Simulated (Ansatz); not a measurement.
The parent structure is Tb in the hcp (Mg type) structure (space group P6_3/mmc, No. 194; ferromagnetic).

Tb is taken in the hexagonal space group P6₃/mmc (No. 194), the hcp (Mg type) structure, Pearson symbol hP2. Conventional cell: a = b = 3.471 Å, c = 5.571 Å, α = β = 90.00°, γ = 120.00°. Tb on 2d is coordinated by 12 Tb at 3.431–3.471 Å (anticuboctahedral). (Neighbours: up to the widest gap in distance over summed covalent radii, below 1.35, at either atom.)

Calculations: PBEsol (Ansatz, a program for electronic structure), no spin-orbit coupling, earlier PAW set.

One change was made to it. Results:

| quantity | base | after |
|---|---|---|
| c/a ratio | 1.605 | 1.651 |
| lattice parameter a | 3.471 Å | 3.849 Å |

Problem. Which of these changes matches the shifts?
A. Tb → Tm
B. Tb → Ca
C. Tb → Lu

Solution. B, Tb → Ca. For comparison, the lattice parameter a in the other runs: Tb → Tm gives 3.536 Å; Tb → Lu gives 3.445 Å.

Other magnetic orders, which the real material may have, were not ruled out. Open 4f shells without U are poorly described, and the f state was not checked. Stability against distortions was not tested. This is not the structure that Ca has at room temperature and ambient pressure.
